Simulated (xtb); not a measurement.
xtb 6.7.1, GFN2-xTB: Ta(NH)(OiPr)2(Me) (CC(C)[O][Ta]([CH3])(=[NH])[O]C(C)C), 29 atoms. The geometry is a generated start, not checked to be a minimum at this level.

```yaml
run_flags: --grad
method: GFN2-xTB
"--acc": 1 (default)
"--etemp (K)": 300 (default)
basis_functions: 68
valence_electrons: 68
```

```xyz
29

Ta    -0.8837     0.0090     0.4425
N     -2.6282    -0.4013     0.3985
H     -3.6037    -0.6347     0.2703
O     -0.4700     1.7219    -0.0804
C     -0.5514     2.8666    -0.8497
C     -1.3524     2.5666    -2.1238
C      0.8536     3.3827    -1.1920
H     -1.0857     3.6427    -0.2709
H     -0.8333     1.8068    -2.7077
H     -1.4686     3.4646    -2.7252
H     -2.3332     2.1823    -1.8460
H      1.3926     3.6264    -0.2791
H      1.4056     2.6111    -1.7250
H      0.7923     4.2707    -1.8140
O      0.2467    -1.4065     0.1504
C      0.7586    -2.6669    -0.0929
C      0.5104    -3.5717     1.1208
C      2.2558    -2.5843    -0.4233
H      0.2265    -3.0959    -0.9637
H      1.0280    -3.1693     1.9888
H      0.8689    -4.5786     0.9236
H     -0.5569    -3.5993     1.3334
H      2.4094    -1.9474    -1.2917
H      2.7964    -2.1596     0.4199
H      2.6521    -3.5728    -0.6380
C     -0.6507     0.2728     2.7115
H     -0.9178    -0.6285     3.2595
H     -1.2576     1.0922     3.0923
H      0.3964     0.5005     2.9120
```

Charge 0 and multiplicity 1 are set for this test and not shown to be the ground state.

One run each on 1 thread. Values of broydamp tried: 0.02, 0.05, 0.1, 0.2, 0.4 (default), 0.6, 0.8, 1.

**Question.** Which value of broydamp needs the fewest SCC iterations, and what happens away from it?

**Answer.** Fewest SCC iterations, within one of each other: 0.4 (default) with 14, 0.6 with 15, 0.8 with 15. The count rises to 23 at 0.02. All converge to one solution.

```json
[
 {"broydamp": "0.02", "SCC iterations": "23", "end": "same solution"},
 {"broydamp": "0.05", "SCC iterations": "21", "end": "same solution"},
 {"broydamp": "0.1", "SCC iterations": "18", "end": "same solution"},
 {"broydamp": "0.2", "SCC iterations": "16", "end": "same solution"},
 {"broydamp": "0.4 (default)", "SCC iterations": "14", "end": "same solution"},
 {"broydamp": "0.6", "SCC iterations": "15", "end": "same solution"},
 {"broydamp": "0.8", "SCC iterations": "15", "end": "same solution"},
 {"broydamp": "1", "SCC iterations": "20", "end": "same solution"}
]
```
